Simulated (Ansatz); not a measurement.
# The (0001) surface of Bi2Se3 in its 1x1 cell (cut with top plane Se, bottom plane Se), outermost plane spacing 1.57 Å in the ideal cut

All values below come from PBE with D3(BJ) dispersion (plane waves to 420 eV, PAW; Ansatz, a program for electronic structure).

Slab: 10 atoms, Bi4Se6, 16.5 Å thick at the start; k 7x7x1, smearing 0.025 eV, dipole-corrected; all atoms relaxed; held to the start's symmetry, so lower structures may exist; no spin, no spin-orbit, no U.

surface energy (mean of both faces): 0.21 J/m^2
surface energy before relaxation: 0.21 J/m²
gap of the slab on its k-mesh: 0.51 eV
highest filled level below the top vacuum level: 5.62 eV
energy released by relaxation: 0.001 eV
cost: about 4 core-minutes (a rough figure)
